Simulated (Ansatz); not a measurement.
By PBEsol, the system below comes out a metal.

The ballistic (Sharvin) conductance counts the channels at the Fermi level: G/A = (e²/h) × channels of both spins per area.

Consider the following.

```
Ca
1.0
    3.94341     0.00000     0.00000
   -1.97170     3.41509     0.00000
    1.97170     1.13836     3.21978
Ca
1
Direct
  0.00000   0.00000   0.00000
```

The cell is taken as given; by PBEsol it stands under a pressure of -1.1 GPa.

The current flows along the normal of the first two printed cell vectors, the (111) plane of the conventional cell. No spin-orbit coupling; the value is a mean over 0.1 eV about the Fermi level.

Task: Give the ballistic conductance per area that PBEsol in Ansatz (an electronic-structure program) yields.

Result: 0.60 × 10¹⁵ S/m² for both spins.
